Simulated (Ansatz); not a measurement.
We consider Zr2B2Ge (model structure, started from the Ti2InB2 type, P-6m2, No. 187, 5 atoms in the cell), described by LDA (Ansatz, a program for electronic structure, PAW).

Numerical settings: plane-wave cutoff 520 eV, 24×24×8 k mesh (along the axes of the cell as run), Fermi–Dirac smearing 0.05 eV, scalar-relativistic PAW data made under PBE.

Cell (relaxed at this level):

```
Zr2B2Ge
1.0
    3.15698     0.00000     0.00000
   -1.57849     2.73402     0.00000
    0.00000     0.00000     7.76291
Zr Ge B
2 1 2
Direct
  0.33333   0.66667   0.71680
  0.33333   0.66667   0.28320
  0.00000   0.00000   0.00000
  0.00000   0.00000   0.50000
  0.66667   0.33333   0.50000
```

### Question
Give the computed bulk modulus B0.

### Answer

- bulk modulus B0: 181 GPa

The run finds no gap.

Note: the bulk modulus is −V dP/dV from two relaxed cells at ±2 % in volume; the relaxation could raise the start's symmetry but not lower it, so the cell can be a saddle point.

The computed numbers hold no vibrational or temperature effects.

The result took very roughly 9 core-minutes.

A model structure was made by putting elements into a prototype or built by hand; it is no filed structure, need not be a known phase, and can be a saddle point held by its symmetry.
